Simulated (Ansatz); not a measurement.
**Se on the N site in metastable zinc-blende GaN**

Level of theory: PBE, PAW (plane waves to 420 eV; Ansatz, a quantum-chemistry and plane-wave program). A 2×2×2 supercell of 64 sites was used; the energies come from a 2×2×2 shifted sampling of its zone. Site at the start: the N site. Charged cells carry a point-charge image correction with potential alignment at far atoms. Dielectric constants: PBE linear response of the host. Host gap at this level: 1.54 eV. A cell of this size leaves errors of a few tenths of an eV. Levels are measured in PBE's own, too narrow, gap. Spin–orbit coupling is left out. Each state is the lowest found from its start.

Formation energies E_f are given with the Fermi level at the valence-band maximum. Chemical conditions: Ga-rich (Δμ(N) = -0.87 eV, Δμ(Se) = -1.19 eV, bounded by GaSe (P6_3/mmc); only phases computed here count, gases as isolated molecules at 0 K); N-rich (Δμ(N) = 0.00 eV, Δμ(Se) = -0.40 eV, bounded by Ga2Se3 (Cc); only phases computed here count, gases as isolated molecules at 0 K). Reference phases: N: N2 molecule in a box, Se: trigonal Se.

| charge | moment (μB) | largest move off a lattice site (Å) | image correction with alignment (eV) | E_f, Ga-rich (eV) | E_f, N-rich (eV) |
|---|---|---|---|---|---|
| +1 | not spin-polarised | 0.36 | 0.46 | 1.00 | 1.08 |
| 0* | fractional | 0.37 | – | – | – |
| −1* | not spin-polarised | 0.38 | – | – | – |

* At this level the carrier isn't localised at the defect: at charge 0 electrons occupy the conduction band; at charge −1 electrons occupy the conduction band. Such a state is shallow or no state of the defect, and this cell gives it no level.
